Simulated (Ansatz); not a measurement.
```xyz
2
Lattice="11.0000 0.0000 0.0000 0.0000 11.0000 0.0000 0.0000 0.0000 5.5249" Properties=species:S:1:pos:R:3 pbc="T T T"
Sn     5.5000     5.5000     0.0000
Sn     5.5000     5.5000     2.7625
```

These are PBE (plane waves to 420 eV, PAW; Ansatz, a program for electronic structure) values and carry that method's errors. Mesh 1×1×54. No spin polarisation, so a magnetic state wasn't tested. One-dimensional cell, images about 11 Å apart. A model structure. Only distortions within the start's symmetry and period were free. Pairing along the axis, which can open a gap, is among the distortions not tried. Values not marked SOC lack spin–orbit coupling.

Task: Say what this body is, and give its properties.

Result: Free linear chain of Sn atoms. A hypothetical model.
- PBE gap: none (under 0.01 eV)
- crossings of the Fermi level between Γ and the zone edge (49 points): 3, each for both spins (ideal conductance 3 × 2e²/h)
- work function (PBE): 4.55 eV
